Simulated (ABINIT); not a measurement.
Band structure of KTaO3 (Pm-3m, 5 atoms in the cell).

```
CELL_PARAMETERS angstrom
      4.04202     0.00000     0.00000
      0.00000     4.04202     0.00000
      0.00000     0.00000     4.04202
ATOMIC_POSITIONS crystal
  K  0.50000 0.50000 0.50000
  Ta 0.00000 0.00000 0.00000
  O  0.00000 0.50000 0.00000
  O  0.50000 0.00000 0.00000
  O  0.00000 0.00000 0.50000
```

Level of theory: PBE, PAW (JTH v2.0 PBE PAW) (plane waves; ABINIT).

Settings: pseudos = [K.GGA_PBE-JTH.xml, Ta.GGA_PBE-JTH.xml, O.GGA_PBE-JTH.xml]; ecut = 48 Ry; pawecutdg = 96 Ry; pawxcdev = 0; ixc = 11; occopt = 1; ngkpt = 7 7 7; nshiftk = 1; shiftk = 0 0 0; potentials = JTH v2.0 PBE PAW; kptopt = 1; nstep = 80; tolvrs1 = 1e-12.

The starting cell comes from a database of computed structures (which also holds hypothetical and non-ambient phases and stackings), without a prior relaxation at this level. Its lattice was rescaled by a random factor within 2.5 % of one. Spin-orbit coupling is off.

Predict the gap along the standard path and the places of the band edges.

The gap along the path is 2.09 eV, from R to Γ; the smallest direct gap on it is 2.72 eV.

Levels in eV from the top of the valence band on the SCF mesh, bands 17 to 24:
```
point     17     18     19     20    21    22    23    24
-----  -----  -----  -----  -----  ----  ----  ----  ----
Γ      -0.95  -0.58  -0.58  -0.58  2.15  2.15  2.15  6.36
X      -2.00  -1.36  -0.79  -0.79  2.29  4.82  4.82  6.40
M      -1.66  -1.33  -1.33   0.02  4.85  4.85  6.07  7.22
R      -3.71   0.05   0.05   0.05  6.18  6.18  6.18  8.85
```
